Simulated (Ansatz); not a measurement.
Take YN in the rock salt structure (space group Fm-3m, No. 225) as the base.

```cif
data_NY
_chemical_formula_sum 'Y1 N1'
_space_group_name_H-M_alt 'P 1'
_space_group_IT_number 1
_cell_length_a 3.43379
_cell_length_b 3.43379
_cell_length_c 3.43379
_cell_angle_alpha 60.000
_cell_angle_beta 60.000
_cell_angle_gamma 60.000
loop_
_space_group_symop_operation_xyz
  'x, y, z'
loop_
_atom_site_label
_atom_site_type_symbol
_atom_site_fract_x
_atom_site_fract_y
_atom_site_fract_z
_atom_site_occupancy
Y1 Y 0.50000 0.50000 0.50000 1
N1 N 0.00000 0.00000 0.00000 1
```

Level of theory: Ansatz (a program for electronic structure), PBEsol, PAW, cutoff 420 eV, no spin-orbit coupling.

Before the change:

Band gap: 0.08 eV
Shortest interatomic distance: 4.588 bohr
Density: 5.97 g/cm³

Modification: a hydrostatic pressure of 7.5 GPa.

Question: What does the calculation give for the band gap after the change?

Answer: The band gap becomes zero (base: 0.08 eV).

Question: What does the calculation give for the shortest interatomic distance after the change?

Answer: The shortest interatomic distance decreases by 0.061 bohr (4.588 bohr → 4.527 bohr).

Question: What does the calculation give for the density after the change?

Answer: The density grows by 0.24 g/cm³ (5.97 g/cm³ → 6.21 g/cm³).

A case with no gap was solved on a k-mesh chosen for an insulator, which is coarse for it. Load acts through the strain it causes; cell and atoms are relaxed under it. Stability against distortions was not tested. No other phases were tried under pressure. The base started in Pnma and relaxed to Fm-3m at this level. The final runs are not spin-polarised. The zero or small gap of YN can change with the level of theory.
